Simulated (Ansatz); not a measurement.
## Al2Au: response to strain and stress

Start from Al$_{2}$Au (space group Fm-3m, No. 225; a = 6.003 Å; relaxed with 0.1 eV smearing). Axes: x, y, z lie along the cube axes.

Strains are applied to the cell and any free atomic positions relax; under stress the whole cell relaxes.

All numbers come from PBEsol/PAW in Ansatz (a quantum-chemistry and plane-wave program), no spin-orbit coupling.

Candidates:
(a) uniaxial stress, 2 GPa tension along z
(b) uniaxial strain ε_zz = −2.56 %
(c) uniaxial strain ε_xx = −0.40 %

Notes on the quantities. energy relative to the base: free energy F.

Question: Order them by energy relative to the base, highest first.

Answer: (b) uniaxial strain ε_zz = −2.56 % (+6.0 meV/atom), (a) uniaxial stress, 2 GPa tension along z (+3.1 meV/atom), (c) uniaxial strain ε_xx = −0.40 % (+0.1 meV/atom)

Beyond what the load breaks, stability against distortions was not tested.
